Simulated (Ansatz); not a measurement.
The starting structures come from a database of crystals and need not be the phases stable at ambient conditions.

 Where the default PAW files enter, the runs use the earlier of Ansatz's two default sets.

Given:

```
AsB
1.0
    3.47588     0.00000     0.00000
    0.00000     3.47588     0.00000
    1.73794     1.73794     2.40963
B As
1 1
Direct
  0.75000   0.25000   0.50000
  0.00000   0.00000   0.00000
```

Space group of this cell: I-4m2. The cell is strained (lengths across the current scaled by 1.02, ions clamped); by r2SCAN its mean pressure is -7.8 GPa.

Transport runs along the normal of the first two printed cell vectors, the (001) (indices of the unstrained crystal) plane of the conventional cell.

No gap correction and no spin-orbit coupling; mid-gap values are interpolated between computed energies.

Task: State the band gap and the smallest decay constant κ at mid-gap according to r2SCAN (Ansatz, an electronic-structure program).

Result: Gap 1.15 eV on a 12×12×12 mesh; κ = 0.156 1/Å, at the zone centre.
